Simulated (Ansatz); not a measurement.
Consider the following.

```yaml
crystal:
  lattice:
    - [0.00000, 2.74258, 2.74258]
    - [2.74258, 0.00000, 2.74258]
    - [2.74258, 2.74258, 0.00000]
  atoms:
    - { symbol: P, position: [0.75000, 0.75000, 0.75000] }
    - { symbol: Ga, position: [0.00000, 0.00000, 0.00000] }
```

No spin polarisation.

Level of theory: PBE in Ansatz (plane waves to 420 eV, PAW, scalar-relativistic without spin-orbit coupling). Γ-centred 10×10×10 mesh, Fermi–Dirac width 0.05 eV.

**Question.** Predict the hole mass, electron mass, band gap and smallest direct gap.

**Answer.** 
- Hole mass (degenerate bands, along [100]): 0.10, 0.42, 0.42 mₑ (at Γ)
- Electron mass: 1.8 mₑ along k, 0.13 mₑ across (at L)
- Band gap: 1.62 eV
- Smallest direct gap: 1.67 eV

Load acts through the strain it causes; cell and atoms are relaxed under it. Effective masses come from finite differences of ±0.01 Å⁻¹. Along k means along the line from Γ to the band edge. Whether these cells are dynamically stable was not tested. The cell was made from GaP in the zinc blende structure (space group F-43m, No. 216) by this change: pressure 0.9 GPa.

Ansatz is a quantum-chemistry and plane-wave program.
